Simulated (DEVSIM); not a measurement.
Structure: abrupt Si p-n junction, at 300 K.

Layer 1 from the left is Si, thickness (μm) 43.0, Na (cm⁻³) 3.3e16, τn (s) 3.5e-5, τp (s) 3.5e-5. Layer 2 from the left is Si, thickness (μm) 9.00, Nd (cm⁻³) 7.6e15, τn (s) 3.5e-5, τp (s) 3.5e-5.

Left contact: ohmic. Right contact: ohmic. Voltage is applied to the left contact. Recombination: SRH at mid-gap. Mobility is constant in doping.

The device is made up for the run: typed textbook-type constants, with dimensions and the other settings drawn at random. Values at 300 K.

Si: gap (eV) 1.124, affinity (eV) 4.05, permittivity 11.7, Nc (cm⁻³) 2.86e19, Nv (cm⁻³) 3.1e19, μn (cm²/Vs) 1417, μp (cm²/Vs) 470.

DEVSIM, 1D drift-diffusion, Boltzmann statistics, complete ionisation; no tunnelling, impact ionisation, image-force lowering or self-heating.

What does the simulation give for the dark forward voltage at 1 A/cm², the largest field in the device at zero bias, the potential step across the device at zero bias, the dark forward voltage at 100 A/cm²?

dark forward voltage at 1 A/cm² 0.623 V; largest field in the device at zero bias 36000 V/cm; potential step across the device at zero bias 0.734 V; dark forward voltage at 100 A/cm² 0.842 V.
